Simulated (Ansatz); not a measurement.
**ZnF$_{2}$ in the CdCl2 type structure (space group R-3m, No. 166; a hypothetical phase, not in the database extracts checked)**

```
CELL_PARAMETERS angstrom
      1.59199     0.91914     4.21684
     -1.59199     0.91914     4.21684
      0.00000    -1.83827     4.21684
ATOMIC_POSITIONS crystal
  Zn 0.00000 0.00000 0.00000
  F  0.25739 0.25739 0.25739
  F  0.74261 0.74261 0.74261
```

Computed with PBE-D3(BJ) (Ansatz, a first-principles code; PAW; 420 eV plane waves; no spin-orbit coupling). k-mesh 12×12×12 (Γ-centred); smearing 0.05 eV (Fermi–Dirac).

| Quantity | Value |
|---|---|
| Volume per atom | 12.34 Å³ |
| Density | 4.64 g/cm³ |
| Band gap | 3.96 eV, indirect, F → Γ |
| Electron mass | 0.56 mₑ along c, 0.46 mₑ across |
| Lowest conduction-band minima above the VBM | Γ 3.96 eV |
| Total energy | -1645.753 eV/atom (σ→0; compares only within this code and set-up) |

Masses are band curvatures over ±0.01 Å⁻¹ around the edge. No phonon test of stability was made.
